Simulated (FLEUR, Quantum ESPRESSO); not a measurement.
A FLEUR input for a self-consistent single point of LiAu3 (I4/mmm, 4 atoms in the cell) (DFT, PBEsol, all-electron FLAPW (FLEUR), scalar-relativistic valence):

Input of the input generator:

```
scf LiAu3
&input film=f /
-0.3945422335 0.3945422335 0.8298631526
0.3945422335 -0.3945422335 0.8298631526
0.3945422335 0.3945422335 -0.8298631526
9.5045444002
1.0 1.0 1.0

4
3 0.0000000000 0.0000000000 0.0000000000
79 0.7500000000 0.2500000000 0.5000000000
79 0.2500000000 0.7500000000 0.5000000000
79 0.5000000000 0.5000000000 0.0000000000

&comp jspins=1 /
&exco xctyp='PBEs' /
&kpt div1=10 div2=10 div3=10 gamma=t /
&end /
```

```xml
<?xml version="1.0" encoding="UTF-8" standalone="no"?>
<fleurInput fleurInputVersion="0.39">
   <comment>
      scf LiAu3                                                                                           
   </comment>
   <calculationSetup>
      <cutoffs Kmax="4.6" Gmax="16.1" GmaxXC="16.1" numbands="0"/>
      <scfLoop itmax="80" minDistance="0.00001" maxIterBroyd="15" imix="Anderson" alpha="0.05" precondParam="0.0" spinf="2.0"/>
      <coreElectrons ctail="T" frcor="F" kcrel="0" coretail_lmax="0"/>
      <xcFunctional name="PBEs" relativisticCorrections="F"/>
      <magnetism jspins="1"/>
      <soc l_soc="F" theta="0.0" phi="0.0" spav="F"/>
      <expertModes spex="0" secvar="F"/>
      <geometryOptimization l_f="T" forcealpha="1.0" forcemix="BFGS" epsdisp="0.00001" epsforce="0.00001"/>
      <ldaU l_linMix="F" mixParam="0.05" spinf="1.0"/>
   </calculationSetup>
   <cell>
      <bzIntegration valenceElectrons="52.0" mode="hist" fermiSmearingEnergy="0.00367493">
         <kPointListSelection listName="default-1"/>
         <!-- k-points included here -->
         <xi:include xmlns:xi="http://www.w3.org/2001/XInclude" href="kpts.xml"> </xi:include>
      </bzIntegration>
      <!-- symmetry operations included here -->
      <xi:include xmlns:xi="http://www.w3.org/2001/XInclude" href="sym.xml"> </xi:include>
      <bulkLattice scale="1.0">
         <bravaisMatrix>
            <row-1>   -3.7499441760548260     3.7499441760548260     7.8874711799766484</row-1>
            <row-2>    3.7499441760548260    -3.7499441760548260     7.8874711799766484</row-2>
            <row-3>    3.7499441760548260     3.7499441760548260    -7.8874711799766484</row-3>
         </bravaisMatrix>
      </bulkLattice>
   </cell>
   <atomSpecies>
      <species name="Lithium (Li)" element="Li" atomicNumber="3">
         <mtSphere radius="1.75" gridPoints="619" logIncrement="0.016"/>
         <atomicCutoffs lmax="8" lnonsphr="6"/>
         <electronConfig flipSpins="F">
            <coreConfig>(1s1/2)</coreConfig>
            <valenceConfig>(2s1/2)</valenceConfig>
            <stateOccupation state="(2s1/2)" spinUp="0.5" spinDown="0.5"/>
         </electronConfig>
         <energyParameters s="2" p="2" d="3" f="4"/>
      </species>
      <species name="Gold (Au)" element="Au" atomicNumber="79">
         <mtSphere radius="2.43" gridPoints="857" logIncrement="0.016"/>
         <atomicCutoffs lmax="10" lnonsphr="8"/>
         <electronConfig flipSpins="F">
            <coreConfig>(1s1/2) (2s1/2) (2p1/2) (2p3/2) (3s1/2) (3p1/2) (3p3/2) (4s1/2) (3d3/2) (3d5/2) (4p1/2) (4p3/2) (5s1/2) (4d3/2) (4d5/2) (4f5/2) (4f7/2)</coreConfig>
            <valenceConfig>(5p1/2) (5p3/2) (6s1/2) (5d3/2) (5d5/2)</valenceConfig>
            <stateOccupation state="(6s1/2)" spinUp="0.5" spinDown="0.5"/>
         </electronConfig>
         <energyParameters s="6" p="6" d="5" f="5"/>
         <lo type="SCLO" l="1" n="5" eDeriv="0"/>
         <lo type="HELO" l="2" n="6" eDeriv="0"/>
      </species>
   </atomSpecies>
   <atomGroups>
      <atomGroup species="Lithium (Li)">
         <relPos label="                   1">.0000000000 .0000000000 .0000000000</relPos>
         <force calculate="T" relaxXYZ="TTT"/>
      </atomGroup>
      <atomGroup species="Gold (Au)">
         <relPos label="                   2">-1.000/4.000 1.000/4.000 1.000/2.000</relPos>
         <relPos label="                   3">1.000/4.000 -1.000/4.000 1.000/2.000</relPos>
         <force calculate="T" relaxXYZ="TTT"/>
      </atomGroup>
      <atomGroup species="Gold (Au)">
         <relPos label="                   4">1.000/2.000 1.000/2.000 .0000000000</relPos>
         <force calculate="T" relaxXYZ="TTT"/>
      </atomGroup>
   </atomGroups>
   <output dos="F" band="F" slice="F">
      <checks vchk="F" cdinf="F"/>
      <bandDOS minEnergy="-.5*Htr" maxEnergy="0.5*Htr" sigma="0.015" storeEVData="T"/>
      <vacuumDOS vacdos="F" integ="F" star="F" nstars="0" locx1="0.0" locy1="0.0" locx2="0.0" locy2="0.0" nstm="0" tworkf="0.0"/>
      <unfoldingBand unfoldBand="F" supercellX="1" supercellY="1" supercellZ="1"/>
      <plotting iplot="0" polar="F">
         <plot TwoD="T" vec1="  1.0  0.0  0.0" vec2="  0.0  1.0  0.0" vec3="  0.0  0.0  1.0" zero="  0.0  0.0  0.0" file="plot"/>
      </plotting>
      <chargeDensitySlicing numkpt="0" minEigenval="0.0" maxEigenval="0.0" nnne="0" pallst="F"/>
      <specialOutput eonly="F"/>
      <magneticCircularDichroism mcd="F" energyLo="-10.0" energyUp="0.0"/>
   </output>
  <!-- We include the file relax.xml here to enable relaxations (see documentation) -->
  <xi:include xmlns:xi="http://www.w3.org/2001/XInclude" href="relax.xml"> <xi:fallback/> </xi:include>
</fleurInput>
```

Q: Give the Quantum ESPRESSO input for the same structure, mesh, smearing and functional.

A: One input that does it (others would too):

```fortran
&CONTROL
   calculation = 'scf'
   prefix = 'run'
   outdir = './tmp'
   pseudo_dir = './'
   tprnfor = .true.
   tstress = .true.
/
&SYSTEM
   ibrav = 0
   nat = 4
   ntyp = 2
   ecutwfc = 40
   ecutrho = 320
   occupations = 'smearing'
   smearing = 'fd'
   degauss = 0.0073499
/
&ELECTRONS
   conv_thr = 1e-10
/
ATOMIC_SPECIES
Li     6.9400  li_pbesol_v1.4.uspp.F.UPF
Au   196.9666  au_pbesol_v1.uspp.F.UPF
CELL_PARAMETERS {angstrom}
  -1.9843850000     1.9843850000     4.1738700000
   1.9843850000    -1.9843850000     4.1738700000
   1.9843850000     1.9843850000    -4.1738700000
ATOMIC_POSITIONS {angstrom}
Li    0.0000000000    0.0000000000    0.0000000000
Au    0.0000000000    1.9843850000    2.0869350000
Au    1.9843850000    0.0000000000    2.0869350000
Au    0.0000000000    0.0000000000    4.1738700000
K_POINTS {automatic}
10 10 10  0 0 0
```

Basis, cutoffs, solver keys and any potentials are the target program's own. This input uses DFT, PBEsol, plane waves, GBRV 1.5 ultrasoft (PBESOL) pseudopotentials.

The starting cell comes from a database of computed structures (which also holds hypothetical and non-ambient phases and stackings), without a prior relaxation at this level.
